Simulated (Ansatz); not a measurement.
Consider Zn in the hcp (Mg type) structure (space group P6_3/mmc, No. 194; relaxed with 0.1 eV smearing).

```
CELL_PARAMETERS angstrom
      2.61293     0.00000     0.00000
     -1.30646     2.26286     0.00000
      0.00000     0.00000     4.78146
ATOMIC_POSITIONS crystal
  Zn 0.66667 0.33333 0.75000
  Zn 0.33333 0.66667 0.25000
```

Level of theory: Ansatz (an electronic-structure program) PBEsol, no spin-orbit coupling.

Strains are applied to the cell and any free atomic positions relax.

One change was made to it. Results:

```csv
quantity,base,after
energy relative to the base (free energy F),0 meV/atom,+29 meV/atom
"pressure (mean of the normal stresses, compression positive)",0.0 GPa,-6.5 GPa
```

Question: Which change produced these results?
A. isotropic strain +3.00 %
B. isotropic strain +1.00 %
C. isotropic strain +1.50 %
D. isotropic strain −3.00 %

Answer: A, isotropic strain +3.00 %. For comparison, the energy relative to the base in the other runs: isotropic strain −3.00 % gives +38 meV/atom; isotropic strain +1.50 % gives +7.8 meV/atom; isotropic strain +1.00 % gives +3.5 meV/atom.

No phonon test of stability was made.
